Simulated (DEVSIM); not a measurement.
Structure: Al/Al2O3/SiO2/p-Si capacitor, at 300 K.

```csv
layer (left to right),material,thickness (nm),Na (cm⁻³)
1,Al2O3,15.0,-
2,SiO2,0.540,-
3,Si,12000,2.3e15
```

Metal gate on the left, work function 4.1 eV. Fixed charge at the semiconductor interface 0 cm⁻² (in units of +e); no interface traps.

Constants are typed, rounded textbook-type inputs, not results; the design itself was drawn at random and stands for no fabricated device. Values at 300 K.

```csv
parameter,Al2O3,SiO2,Si
gap (eV),6.8,9,1.124
affinity (eV),1.35,0.9,4.05
permittivity,9,3.9,11.7
Nc (cm⁻³),-,-,2.86e19
Nv (cm⁻³),-,-,3.1e19
```

Model (solved in DEVSIM): 1D Poisson equation in equilibrium, Boltzmann statistics, complete ionisation; no quantum confinement or tunnelling. Metal contacts follow the ideal Schottky-Mott rule: no Fermi-level pinning, no interface dipoles.

The substrate doping was swept, all else fixed.

```json
[
 {"substrate doping (cm^-3)": "1.2e14", "flat-band voltage (V)": "-0.75", "minimum of the low-frequency capacitance (μF/cm²)": "0.00555", "threshold voltage (band bending 2φF) (V)": "-0.26"},
 {"substrate doping (cm^-3)": "2.3e14", "flat-band voltage (V)": "-0.77", "minimum of the low-frequency capacitance (μF/cm²)": "0.00724", "threshold voltage (band bending 2φF) (V)": "-0.24"},
 {"substrate doping (cm^-3)": "4.6e14", "flat-band voltage (V)": "-0.79", "minimum of the low-frequency capacitance (μF/cm²)": "0.00948", "threshold voltage (band bending 2φF) (V)": "-0.22"},
 {"substrate doping (cm^-3)": "1.2e15", "flat-band voltage (V)": "-0.81", "minimum of the low-frequency capacitance (μF/cm²)": "0.0145", "threshold voltage (band bending 2φF) (V)": "-0.18"},
 {"substrate doping (cm^-3)": "2.3e15", "flat-band voltage (V)": "-0.83", "minimum of the low-frequency capacitance (μF/cm²)": "0.0195", "threshold voltage (band bending 2φF) (V)": "-0.15"},
 {"substrate doping (cm^-3)": "4.6e15", "flat-band voltage (V)": "-0.85", "minimum of the low-frequency capacitance (μF/cm²)": "0.0257", "threshold voltage (band bending 2φF) (V)": "-0.11"}
]
```

From the first row to the last the flat-band voltage goes from -0.75 to -0.85. From the first row to the last the minimum of the low-frequency capacitance goes from 0.00555 to 0.0257.
